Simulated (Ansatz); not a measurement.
Here is the system:

```yaml
crystal:
  lattice:
    - [4.83504, 0.00000, 0.00000]
    - [-2.41752, 4.18727, 0.00000]
    - [0.00000, 0.00000, 3.30885]
  atoms:
    - { symbol: Lu, position: [0.00000, 0.00000, 0.00000] }
    - { symbol: Cd, position: [0.33333, 0.66667, 0.49997] }
    - { symbol: Cd, position: [0.66667, 0.33333, 0.50003] }
```

All values below come from PBEsol, DFPT electron-phonon coupling, linearised Boltzmann equation (plane waves, PAW, scalar-relativistic; Ansatz, a program for electronic structure). Geometry: relaxed with this functional, without spin-orbit coupling.

**Question.** What phonon-limited resistivity does this give at 300 K?

**Answer.** 18.5 (x), 18.5 (y), 14.3 (z) μΩ·cm.

**Question.** How long is the mean free path there?

**Answer.** 7.7 (x), 7.7 (y), 5.7 (z) nm, weighted by the current that each state carries. Wires not much wider than this gain resistivity from their walls.

A metal at this level (no band gap). Only scattering by harmonic phonons is included (no impurities, grain boundaries, electron-electron scattering or thermal expansion). Spin-orbit coupling is left out, which matters with elements this heavy. The squared frequency of the phonon mode least converged on the k mesh is uncertain by about 75 %. The run warned that the eigensolver left some states short of its tolerance. Halving the electron mesh (20x20x24) moves the resistivity by up to 13 % at 300 K, the mean free path by up to 4 %. Smearing 0.20 eV; phonons on a 4x4x4 q mesh, which this run doesn't test.

Computed structure with no diffraction record at hand here (it may be known, metastable or hypothetical): LuCd2 (P6/mmm).
